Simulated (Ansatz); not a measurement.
The reference is ZrO2 (space group P4_2/nmc, No. 137).

```
CELL_PARAMETERS angstrom
      3.62082     0.00000     0.00000
      0.00000     3.62082     0.00000
      0.00000     0.00000     5.28425
ATOMIC_POSITIONS crystal
  Zr 0.00000 0.00000 0.00000
  Zr 0.50000 0.50000 0.50000
  O  0.00000 0.50000 0.19251
  O  0.00000 0.50000 0.69251
  O  0.50000 0.00000 0.30749
  O  0.50000 0.00000 0.80749
```

Cartesian axes are those of the cell as printed.

Level of theory: Ansatz (a first-principles code), PBE, PAW, cutoff 420 eV, without spin-orbit coupling, earlier PAW set.

Base values:

* **Band gap**: 4.04 eV
* **Smallest direct gap**: 4.14 eV

The change: uniaxial stress, 5 GPa compression along z; all other stress components relax to zero.

Estimate the effect on the band gap, energy relative to the base, smallest direct gap and strain response.

The band gap decreases by 0.17 eV, from 4.04 eV to 3.87 eV; the energy rises by 3.3 meV/atom; the smallest direct gap decreases by 0.15 eV, from 4.14 eV to 3.99 eV; the strain response (xx, yy, zz) comes out as (+0.19, +0.19, −1.88) %.

Beyond what the load breaks, stability against distortions was not tested. This is not the structure that ZrO2 has at room temperature and ambient pressure.
